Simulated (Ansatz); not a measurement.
Al_Hf in monoclinic HfO2: one set of geometries, relaxed with PBE, evaluated in Ansatz (PAW, plane waves to 420 eV, 500 eV under r2SCAN) with PBE, r2SCAN.

Cell and caveats: 96-site cell; 2×2×2 shifted k-points; start: the Hf site; no spin–orbit coupling; energies good to tenths of an eV; flagged in the runs: a host whose relaxation on this sampling wasn't shown to rest, a strain field that reaches the edge of the cell.

```tsv
quantity	PBE	r2SCAN
host gap (eV)	4.04	?
ε(+1/0) above the VBM (eV)	not bound	not settled
ε(0/−1) above the VBM (eV)	not bound	not settled
neutral formation energy against fcc Al, hcp Hf (eV)	4.98	?
carrier at charge 0	hole in a host band	not settled
```

Problem. Given the lower rungs, what does r2SCAN give?

Solution. 
- host gap (eV), r2SCAN: 4.54
- neutral formation energy against fcc Al, hcp Hf (eV), r2SCAN: 5.67

"Not bound" means that the carrier spreads over host band states in this cell; a shallow level, bound over tens of ångströms, can't be resolved here.

Ansatz is an electronic-structure program.
